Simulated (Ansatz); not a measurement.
We consider CsCl-type CuZn, described by PBEsol (PAW; Ansatz, an electronic-structure program).

Settings: plane-wave cutoff 560 eV, 16×16×16 k mesh, Fermi–Dirac smearing 0.1 eV, perturbation theory, no spin polarisation, scalar-relativistic PAW data made under PBE.

The cell has the measured lattice: a = 2.9575 Å, b = 2.9575 Å, c = 2.9575 Å, α = 90.00°, β = 90.00°, γ = 90.00°.

### Question
What does this level give for the zone-centre TO phonon frequency?

### Answer

- zone-centre TO phonon frequency = 187 cm⁻¹

Note: the cell isn't this level's own, so it is under some stress, which shifts stiffness and frequencies.
